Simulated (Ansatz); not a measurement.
Start from SrO in the rock salt structure (space group Fm-3m, No. 225; a = 5.1949 Å).

Computed with PBE (Ansatz, a first-principles code, PAW, no spin-orbit coupling).

Modification: Ba takes the place of Sr on all its sites, then cell and atoms are relaxed.

Measured lattice parameter a: SrO 5.16 Å (room temperature; as listed in Juan A. Santana et al., The Journal of Chemical Physics (2016)); BaO 5.54 Å (room temperature; as listed in Juan A. Santana et al., The Journal of Chemical Physics (2016)).

### Question
How well does PBE reproduce the measured shift?

### Answer
With PBE the lattice parameter a moves by +0.379 Å (5.195 → 5.574) against +0.380 Å measured.

No phonon test of stability was made.
